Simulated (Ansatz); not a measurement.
Consider Re (space group R-3m, No. 166; a = 2.7536 Å, c = 19.9553 Å (hexagonal axes); a cell from a computed database, its experimental status unchecked).

Levels (all Ansatz, an electronic-structure program, PAW): PBEsol (420 eV, spin-orbit coupling left out); PBEsol+SOC (420 eV, noncollinear with spin-orbit coupling).

The geometry is relaxed with PBEsol.

* **PBEsol pressure**: 0.0 GPa

What does PBEsol+SOC give at this geometry for the pressure?

The pressure goes from zero to 0.6 GPa.

Single points use the geometry relaxed with PBEsol. Differences between runs with and without spin-orbit coupling are approximate. Whether these cells are dynamically stable was not tested. The runs without spin-orbit coupling are not spin-polarised. This is not the structure that Re has at room temperature and ambient pressure.
